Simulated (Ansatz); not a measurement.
The starting structures come from a database of crystals and need not be the phases stable at ambient conditions.

By PBEsol, the system below comes out a metal.

Without scattering a metal conducts by its projected Fermi surface.

Consider the following.

```
CELL_PARAMETERS angstrom
      2.87610     0.00000     0.00000
      0.00000     7.08118     0.00000
      0.00000     3.54059     3.54059
ATOMIC_POSITIONS crystal
  Ta 0.50000 0.00000 0.00000
  Ta 0.00000 0.50000 0.00000
  O  0.50000 0.28528 0.00000
  O  0.50000 0.71472 0.00000
  O  0.00000 0.78528 0.42944
  O  0.00000 0.21472 0.57056
```

Space group of this cell: P4_2/mnm, rutile. The cell is taken as given; by PBEsol its mean pressure is -8.3 GPa.

The current flows along the normal of the first two printed cell vectors, the (110) plane of the conventional cell. No spin-orbit coupling; the value is a mean over 0.1 eV about the Fermi level.

Task: State the ballistic conductance per area according to Ansatz (an electronic-structure program) with PBEsol.

Result: 0.40 × 10¹⁵ S/m² for both spins.
